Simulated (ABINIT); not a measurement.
ABINIT run on YC₂ (P1, 3 atoms in the cell): self-consistent single point.

Method: PBEsol, norm-conserving pseudopotentials (PseudoDojo nc-sr-04 PBEsol standard) (plane waves; ABINIT).

```
CELL_PARAMETERS angstrom
     -1.83685     1.83685     3.09306
      1.83685    -1.83685     3.09306
      1.83685     1.83685    -3.09306
ATOMIC_POSITIONS crystal
  Y  0.98927 0.00852 0.00497
  C  0.61680 0.59278 0.99330
  C  0.39393 0.39870 0.00174
```

Reference input (self-consistent single point, DFT, PBEsol, plane waves, norm-conserving pseudopotentials (PseudoDojo nc-sr-04 PBEsol standard)): pseudos = [Y.upf, C.upf]; ecut = 41 Ha; ixc = -116133; occopt = 3; tsmear = 0.1 eV; ngkpt = 7 7 9; nshiftk = 1; shiftk = 0 0 0; potentials = PseudoDojo nc-sr-04 PBEsol standard; nband = 15; kptopt = 1; nstep = 50. This run's input differs from it in these lines:

```diff
@@ -22,3 +22,3 @@
 kptopt 1
-ngkpt 7 7 9
+ngkpt 5 5 6
 nshiftk 1
```

Output (repeated stretches shortened):

```
--- !BeginCycle
solver: {iscf: 7, nstep: 50, nline: 4, wfoptalg: 0, }
tolerances: {tolvrs: 1.00E-10, }
...

     iter   Etot(hartree)      deltaE(h)  residm     vres2
 ETOT  1  -52.670256678203    -5.267E+01 7.228E-02 1.365E+03
 ETOT  2  -52.766220475415    -9.596E-02 3.290E-02 4.880E+02
 ETOT  3  -52.813938616035    -4.772E-02 7.068E-03 3.635E+00
 ETOT  4  -52.814312591391    -3.740E-04 4.924E-03 1.947E-02
 ETOT  5  -52.814313713662    -1.122E-06 3.741E-03 7.656E-03
   [... 2 lines left out ...]
 ETOT  8  -52.814314592316    -3.925E-09 1.647E-03 6.627E-07
 ETOT  9  -52.814314592380    -6.402E-11 9.903E-04 1.012E-08
 ETOT 10  -52.814314592380    -4.761E-13 9.064E-04 1.209E-10
 ETOT 11  -52.814314592381    -6.821E-13 4.844E-04 8.785E-12
 At SCF step   11       vres2   =  8.78E-12 < tolvrs=  1.00E-10 =>converged.

 Cartesian components of stress tensor (hartree/bohr^3)
  sigma(1 1)=  1.08032023E-04  sigma(3 2)= -9.53424512E-07
  sigma(2 2)=  1.01020088E-04  sigma(3 1)=  4.08329859E-06
  sigma(3 3)=  2.21854449E-04  sigma(2 1)=  3.10140383E-05

 ----iterations are completed or convergence reached----

 reduced coordinates (array xred) for    3 atoms
       0.989268000004      0.008519000001      0.004966000005
       0.616799999993      0.592782999995      0.993297999995
       0.393932000002      0.398698000003      0.001736000001
 cartesian forces (eV/Angstrom) at end:
    1     -0.46705641975940     0.28558677679092     0.34461589121041
    2      0.56543804359546    -0.31720281931323    -1.04016219940906
   [... lines left out ...]
 Fermi (or HOMO) energy (eV) =   8.28064   Average Vxc (eV)= -11.09786
   [... lines left out ...]
total_energy        : -5.28143145923807E+01
total_energy_eV     : -1.43715058767607E+03
band_energy         : -4.85293511457809E+00
...

-Cartesian components of stress tensor (GPa)         [Pressure= -4.2259E+00 GPa]
- sigma(1 1)=  3.17841131E+00  sigma(3 2)= -2.80507129E-02
- sigma(2 2)=  2.97211310E+00  sigma(3 1)=  1.20134772E-01
- sigma(3 3)=  6.52718214E+00  sigma(2 1)=  9.12464355E-01

 Calculation completed.
```

The run converged in 11 iterations. Against the reference run the free energy drops by 4.2 meV/atom, the pressure stays near -4.23 GPa while the zz stress (positive for compression) goes from -6.21 to -6.53 GPa and the largest force goes from 1.195 to 1.226 eV/Å.

The starting cell comes from a database of computed structures (which also holds hypothetical and non-ambient phases and stackings), without a prior relaxation at this level. Its atoms were displaced at random from the sites of space group no. 139. With a pressure of about -4 GPa the cell is away from its equilibrium volume at this level. Forces in this geometry exceed 1 eV/Å.

Cost on one core of a shared machine: roughly 3 min.
